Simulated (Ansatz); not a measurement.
Consider Ag in the fcc (Cu type) structure (space group Fm-3m, No. 225; a = 4.054 Å; relaxed with 0.1 eV smearing). Axes: x, y, z lie along the cube axes.

Calculations: PBEsol in Ansatz (plane waves to 420 eV, PAW, no spin-orbit coupling).

Strains are applied to the cell and any free atomic positions relax.

One change was made to it. Results:

The shortest interatomic distance falls by 0.021 Å to 2.845 Å; the energy rises by 1.8 meV/atom.

Q: Name the change that was made.
A. uniaxial strain ε_zz = +1.50 %
B. uniaxial strain ε_zz = −1.50 %
C. uniaxial strain ε_zz = +0.50 %
D. uniaxial strain ε_zz = −2.50 %
E. uniaxial strain ε_zz = +2.50 %

A: B, uniaxial strain ε_zz = −1.50 %. For comparison, the shortest interatomic distance in the other runs: uniaxial strain ε_zz = +1.50 % gives 2.866 Å; uniaxial strain ε_zz = −2.50 % gives 2.831 Å; uniaxial strain ε_zz = +2.50 % gives 2.866 Å; uniaxial strain ε_zz = +0.50 % gives 2.866 Å.

Whether these cells are dynamically stable was not tested.

Ansatz is an electronic-structure program.
